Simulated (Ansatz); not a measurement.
Ba2ZnSe3 (Pnma, No. 62; cell taken from a computed entry) was calculated with r²SCAN (Ansatz, a program for electronic structure, PAW).

Numerical settings: plane-wave cutoff 560 eV, 4×8×2 k mesh (along the axes of the cell as run), Fermi–Dirac smearing 0.01 eV, scalar-relativistic PAW data made under PBE.

Cell (relaxed with PBEsol):

```cif
data_Ba8Se12Zn4
_chemical_formula_sum 'Ba8 Zn4 Se12'
_space_group_name_H-M_alt 'Pnma'
_space_group_IT_number 62
_space_group_name_Hall '-P 2ac 2n'
_cell_length_a 9.02847
_cell_length_b 4.36528
_cell_length_c 17.47521
_cell_angle_alpha 90.000
_cell_angle_beta 90.000
_cell_angle_gamma 90.000
loop_
_atom_site_label
_atom_site_type_symbol
_atom_site_symmetry_multiplicity
_atom_site_Wyckoff_symbol
_atom_site_fract_x
_atom_site_fract_y
_atom_site_fract_z
_atom_site_occupancy
Ba1 Ba 4 c 0.24912 0.25000 0.45676 1
Ba2 Ba 4 c 0.08214 0.75000 0.21239 1
Zn1 Zn 4 c 0.36313 0.25000 0.13555 1
Se1 Se 4 c 0.00543 0.25000 0.60122 1
Se2 Se 4 c 0.12334 0.25000 0.07075 1
Se3 Se 4 c 0.31786 0.25000 0.27404 1
```

Give the computed band gap.


* **band gap**: 2.13 eV

Note: cell and atoms aren't relaxed at this level (largest force component 0.06 eV/Å, pressure 2.1 GPa).

Spin–orbit coupling is not included.

The computed numbers hold no vibrational or temperature effects.

It cost about 16 core-minutes (a rough figure) of CPU time.
